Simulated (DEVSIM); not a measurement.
Structure: illuminated Si n-on-p cell, one wavelength, at 400 K.

| layer (left to right) | material | thickness (μm) | Nd (cm⁻³) | Na (cm⁻³) | τn (s) | τp (s) | absorption coefficient (cm⁻¹) |
|---|---|---|---|---|---|---|---|
| 1 | Si | 0.190 | 1.9e18 | - | 3.6e-6 | 1.9e-6 | 7700 |
| 2 | Si | 27.0 | - | 1.2e16 | 1.1e-5 | 1.1e-5 | 7700 |

Left contact: ohmic, minority hole recombination velocity 2000 cm/s. Right contact: ohmic, minority electron recombination velocity 10 cm/s. Voltage is applied to the left contact. Recombination: SRH at mid-gap, radiative, Auger. Light enters at the left, 4.1e16 photons cm⁻² s⁻¹, one pass, no reflection. Mobility is μmin + (μ − μmin)/(1 + (N/Nref)^α).

This is a model device: material constants are rounded textbook-type values typed into the input, and sizes, dopings and lifetimes were drawn at random. Values at 300 K; Nc and Nv go as T^1.5, mobilities as T to minus their exponent, the gap by Varshni's rule with the affinity fixed.

```csv
parameter,Si
gap (eV),1.124
affinity (eV),4.05
permittivity,11.7
Nc (cm⁻³),2.86e19
Nv (cm⁻³),3.1e19
μn (cm²/Vs),1417
μp (cm²/Vs),470
"μn,min",52
"μp,min",45
"Nref,n",9.7e16
"Nref,p",2.2e17
αn,0.68
αp,0.72
T exponent of μn,2.3
T exponent of μp,2.2
B (cm³/s),4.7e-15
Cn (cm⁶/s),2.8e-31
Cp (cm⁶/s),9.9e-32
Varshni α (eV/K),0.000473
Varshni β (K),636
```

Simulated with DEVSIM: 1D drift-diffusion, Boltzmann statistics, complete ionisation; no tunnelling, impact ionisation, image-force lowering or self-heating.

Base results: largest field in the device at zero bias (V/cm) 95000; fill factor 0.71; dark forward voltage at 100 A/cm² (V) 0.788; largest power (mW/cm²) 1.76.

Problem. What follows from this one change: thickness of layer 2 27 → 81 μm?

Solution. largest field in the device at zero bias little changed (95000 V/cm); fill factor 0.71 → 0.69; dark forward voltage at 100 A/cm² little changed (0.789 V); largest power 1.76 → 1.56 mW/cm².

Problem. What follows from this one change: Auger recombination switched off?

Solution. largest field in the device at zero bias little changed (95000 V/cm); fill factor little changed (0.71); dark forward voltage at 100 A/cm² 0.788 → 0.796 V; largest power little changed (1.76 mW/cm²).
